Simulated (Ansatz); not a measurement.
Given:

End structure of the (100) surface of alpha tin, 1x1 canted dihydride (bottom of the slab: dihydride, held):

```
CELL_PARAMETERS angstrom
      4.70718     0.00000     0.00000
      0.00000     4.70718     0.00000
      0.00000     0.00000    30.50000
ATOMIC_POSITIONS crystal
  Sn 0.50000 0.00000 0.29950
  Sn 0.50000 0.50000 0.35407
  Sn 0.99998 0.50000 0.40792
  Sn 0.99532 0.00000 0.46201
  Sn 0.49523 0.00000 0.51617
  Sn 0.51662 0.50000 0.57016
  Sn 0.01752 0.50000 0.62420
  Sn 0.92457 0.00000 0.67462
  H  0.78724 0.00000 0.26256
  H  0.21276 0.00000 0.26256
  H  0.07841 0.00000 0.72615
  H  0.55823 0.00000 0.68390
```

Slab: 12 atoms, 14.5 Å thick at the start with caps and adatoms; k 6x6x1, smearing 0.025 eV, dipole-corrected; 4 atoms held, the rest relaxed; start symmetry kept, larger cells not searched; no spin, no spin-orbit, no U. In PBE it is, or lies within 0.01 eV a 1x1 cell of, the lowest of the 2 structures of its composition computed so far; subsurface sites and larger cells were not tried.

Q: What is the computed gap of the slab on its k-mesh (PBE run with Ansatz, a program for electronic structure)?

A: 0.22 eV

Q: Give the highest filled level below the top vacuum level at the level PBE.

A: 4.67 eV
